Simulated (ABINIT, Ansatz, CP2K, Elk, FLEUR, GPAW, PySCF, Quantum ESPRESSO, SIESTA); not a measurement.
Code comparison for Al (Fm-3m, 1 atom in the cell)

Self-consistent single point, at a second geometry (lattice scaled by 0.98). First geometry:

```yaml
crystal:
  lattice:
    - [0.00000, 2.00272, 2.00272]
    - [2.00272, 0.00000, 2.00272]
    - [2.00272, 2.00272, 0.00000]
  atoms:
    - { symbol: Al, position: [0.00000, 0.00000, 0.00000] }
```

Shared settings, as Ansatz (a first-principles code) writes them: kpoints.mp_grid.grid = 14 14 14; scf.occupations.method = fermi_dirac; scf.occupations.width = 0.1 eV. Potentials and cutoffs stand in the table.

| code | model | ΔF from the first geometry (meV/atom) | pressure (GPa) | cutoff |
|---|---|---|---|---|
| GPAW | PBE, GPAW PAW datasets PBE (gpaw-data 1.0.1) | 30.0 | 8.27 | 550 eV |
| Ansatz | PBE, default PAW files | 28.8 | 7.97 | default |
| Elk | PBE, all-electron FP-LAPW, Elk's shipped species files, APW+lo basis with extra local orbitals | 30.8 | – | rgkmax 7.5 |
| ABINIT | PBE, norm-conserving pseudopotentials (PseudoDojo nc-sr-05 PBE standard) | 27.3 | 7.76 | 544 eV |
| Quantum ESPRESSO | PBE, PSlibrary PAW (PBE) pseudopotentials | 28.6 | 8.00 | 35 Ry |
| PySCF | PBE, Gaussian basis gth-dzvp-molopt-sr, GTH pseudopotentials gth-pbe, FFT density fitting with multigrid | 25.4 | – | grid 50 Ha |
| FLEUR | PBE, all-electron FLAPW (FLEUR), scalar-relativistic valence | 28.8 | – | Kmax 4 1/bohr |
| CP2K | PBE, GPW, DZVP-MOLOPT-SR-GTH basis, GTH-PBE potentials (GTH_POTENTIALS) | 25.5 | 7.38 | grid 400 Ry |
| SIESTA | GGA PBE, numerical atomic orbitals DZP, PseudoDojo PBE standard norm-conserving potentials (rewritten from UPF to PSML) | 26.0 | 7.51 | grid 400 Ry |

A dash marks a value that a program does not give, or that is left out as unsure.

The spread over the programs that give each value: ΔF from the first geometry within 5.4 meV/atom; pressure within 0.89 GPa.

PySCF, CP2K and SIESTA use small atom-centred bases, whose incompleteness enters pressures, forces and empty levels differently from a plane-wave cutoff. Elk and FLEUR treat all electrons, but the usual bases taken here (sphere radii, linearisation, local orbitals, empty states) were not tested for convergence, so the values are no reference for the others. Ansatz's pressure is given at a fixed set of plane waves, as the other plane-wave codes print theirs; with its correction for the finite basis it is 8.05 GPa.

The starting cell has typed, rounded lattice constants, without a prior relaxation at this level. Its lattice was rescaled by a random factor within 2.5 % of one. For this run, on top of that: lattice scaled by 0.98.

Keys are those of Ansatz 0.2.
